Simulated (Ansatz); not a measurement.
Consider this model of amorphous Si₁₀Al₁₆O₄₄.

```
CELL_PARAMETERS angstrom
     10.09615     0.15914    -0.36307
      0.15914     9.70945     0.20181
     -0.36307     0.20181     9.92457
ATOMIC_POSITIONS crystal
  Si 0.02368 0.43899 0.84068
  Si 0.03853 0.02647 0.86046
  Si 0.55270 0.56497 0.21499
  Si 0.98053 0.54348 0.26201
  Si 0.64448 0.86504 0.92987
  Si 0.27398 0.54259 0.69265
  Si 0.54555 0.15347 0.83588
  Si 0.21793 0.90834 0.24559
  Si 0.10779 0.31857 0.12584
  Si 0.92140 0.75596 0.83840
  Al 0.81657 0.23715 0.94999
  Al 0.49431 0.88777 0.18678
  Al 0.15167 0.73359 0.46373
  Al 0.24090 0.21461 0.37166
  Al 0.00927 0.01665 0.30078
  Al 0.45563 0.31795 0.57584
  Al 0.79065 0.56572 0.01195
  Al 0.71216 0.03326 0.20250
  Al 0.73714 0.40642 0.71831
  Al 0.30516 0.11632 0.02929
  Al 0.72933 0.42804 0.43852
  Al 0.83085 0.28534 0.21622
  Al 0.52709 0.24918 0.28779
  Al 0.53069 0.59419 0.88926
  Al 0.01878 0.42252 0.51359
  Al 0.96120 0.91549 0.60015
  O  0.64473 0.89844 0.09505
  O  0.52073 0.77471 0.88705
  O  0.69736 0.27929 0.33591
  O  0.25293 0.23377 0.16472
  O  0.84235 0.03039 0.32512
  O  0.89651 0.34410 0.81009
  O  0.00407 0.21044 0.19761
  O  0.19535 0.04296 0.34808
  O  0.54803 0.05436 0.26105
  O  0.03965 0.85388 0.88676
  O  0.68810 0.53917 0.82886
  O  0.61798 0.38568 0.57498
  O  0.12548 0.29329 0.46467
  O  0.47804 0.41694 0.21638
  O  0.33940 0.45230 0.58223
  O  0.03483 0.87855 0.45627
  O  0.84424 0.38987 0.05700
  O  0.91794 0.09119 0.93593
  O  0.66803 0.26523 0.83589
  O  0.45476 0.18549 0.69881
  O  0.06929 0.91021 0.17629
  O  0.21715 0.69100 0.62781
  O  0.32974 0.95442 0.13750
  O  0.11233 0.35975 0.96463
  O  0.00871 0.04966 0.69462
  O  0.11641 0.46234 0.71004
  O  0.47289 0.71400 0.20981
  O  0.18140 0.08131 0.91121
  O  0.66352 0.56928 0.34053
  O  0.73913 0.17449 0.10000
  O  0.85568 0.44157 0.57590
  O  0.10776 0.46552 0.19874
  O  0.78719 0.77244 0.92614
  O  0.88184 0.78256 0.67842
  O  0.89814 0.41596 0.33343
  O  0.63659 0.00708 0.83960
  O  0.37170 0.54177 0.83016
  O  0.61728 0.56702 0.06106
  O  0.41137 0.23834 0.41747
  O  0.88938 0.63686 0.15513
  O  0.45792 0.15170 0.96848
  O  0.26198 0.77695 0.34269
  O  0.04713 0.59207 0.41350
  O  0.95991 0.59116 0.88439
```

Methods: PBE, scalar-relativistic without spin-orbit coupling (Ansatz, an electronic-structure program); r2SCAN, scalar-relativistic without spin-orbit coupling (Ansatz); HSE06, scalar-relativistic without spin-orbit coupling (Ansatz). Neutral PBE cell, which sets geometry, pressure and energy: sampling: a 2×2×2 Γ-centred mesh; Fermi-Dirac width 0.02 eV; no spin polarisation. Exact exchange is cut at the faces of this 10 Å cell, which leaves hybrid gaps a finite-size error.

It comes from a melt-quench run on a machine-learned potential (CHGNet), relaxed afterwards by DFT. O atoms were pushed apart under 1.9 Å during the dynamics, to hinder bonds among them. It is a model cell: composition and starting density were chosen by hand, and all elements were melted together. No dispersion term was used. Its density started from a set value of 2.42 and ended at 2.42 g/cm³. The simulated quench (nominally 1100 K/ps over its main leg) is rapid and tends to freeze in more defects than a deposited or slowly cooled glass has. A cell of this size samples the disorder only roughly. Volume and shape were free in the relaxation.

### Question
Give the pressure, the energy against reference phases and the spacing of the highest filled and lowest empty levels.

### Answer

The pressure on a 2×2×2 Γ-centred mesh is 0.02 GPa and the largest force and stress component on that mesh (the relaxation ran on the zone centre alone) is 0.02 eV/Å and 0.0 GPa. The energy relative to corundum + alpha cristobalite (lowest mix at this level among the phases computed, not always the ambient ones) is 0.188 eV/atom and the level gap on a 2×2×2 Γ-centred mesh (PBE) is 3.92 eV. The level gap at the zone centre (PBE) comes out as 3.94 eV, the level gap at the zone centre (r2SCAN) is 4.59 eV and the level gap at the zone centre (HSE06) is 5.66 eV. The distance between the nearest levels spread over more than a fifth of the atoms or a third of the atoms of their main element (six at least) (PBE, zone centre) comes out as 4.25 eV.

### Question
At PBE and the zone centre, how localised are the states just below and above the Fermi level (participation number: the atoms over which a state spreads)?

### Answer
The highest filled state is spread over 5.5 atoms' worth, largest on O39, with weights by element (charge in smoothed Voronoi cells) O 0.95, Al 0.04, Si 0.01. The lowest empty state is spread over 47.3 atoms' worth, largest on Al26, with weights by element (charge in smoothed Voronoi cells) O 0.60, Al 0.31, Si 0.09.

At PBE the levels at the filled edge of the gap are localised (band-tail or defect states), and the nearest spread-out levels lie 4.3 eV apart at the zone centre.

Cut-offs for bonds: Si-Si 2.60 Å, Si-Al 2.55 Å, Si-O 1.96 Å, Al-Al 2.66 Å, Al-O 2.36 Å, O-O 1.58 Å. Two cations that share two anions don't count as bonded, nor two that share one unless they lie closer than Si-Si 2.38 Å, Si-Al 2.48 Å, Al-Al 2.59 Å.

Added carriers, by PBE, scalar-relativistic without spin-orbit coupling (Ansatz) on the zone centre alone. Charged cells keep the cell fixed and stand in a uniform background, with no image correction, at a width of 0.01 eV; where the count is odd the moment is locked at 1 μB, unless the neutral cell bore moments. Each starts from the undistorted neutral geometry alone. PBE's self-interaction favours spread-out carriers, so it can miss traps that a hybrid finds.

### Question
What happens at PBE when the cell takes an extra electron and the atoms relax?

### Answer
Relaxation lowers the charged cell by 0.26 eV. The largest moves are Al26 0.44 Å, O31 0.31 Å, Al13 0.15 Å, O42 0.15 Å. The level that holds the added charge spreads over 4.5 atoms' worth, most on Al26 (weight 0.46): a localised (trapped) carrier, which neighbours of that atom can share. Bonds formed: Al22-O31. Made neutral again at that geometry, the cell lies +0.86 eV from the neutral start.

### Question
What happens at PBE when the cell takes a hole and the atoms relax?

### Answer
Relaxation lowers the charged cell by 0.09 eV. The largest moves are O41 0.09 Å, Al26 0.06 Å, O39 0.05 Å, Al14 0.05 Å. The level that was emptied spreads over 10.6 atoms' worth, most on O39 (weight 0.21): a partly localised carrier. No bond crosses its cut-off with a change of over 0.15 Å (metal-metal contacts aside). Made neutral again at that geometry, the cell lies +0.13 eV from the neutral start.
